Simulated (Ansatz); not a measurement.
Consider Be in the hcp (Mg type) structure (space group P6_3/mmc, No. 194; a = 2.2552 Å, c = 3.5580 Å; relaxed with 0.1 eV smearing). Axes: x lies along a and z along c of the hexagonal cell.

Computed with DFT with PBEsol, PAW potentials and a 420 eV plane-wave cutoff in Ansatz (an electronic-structure program), without spin-orbit coupling.

Base values:

| Quantity | Result |
|---|---|
| Volume per atom | 7.84 Å³ |
| Pressure | 0.0 GPa |

Now apply this change: biaxial strain −3.00 %, plane normal [001], relaxed out of plane (Cartesian); in-plane vectors clamped, the third vector and the atoms free.

Question: Estimate the effect on the volume per atom.

Answer: The volume per atom decreases by 0.46 Å³, from 7.84 Å³ to 7.38 Å³.

Question: Predict the new pressure.

Answer: The pressure (mean of the normal stresses, compression positive) goes from zero to 8.0 GPa.

Stability against distortions was not tested.
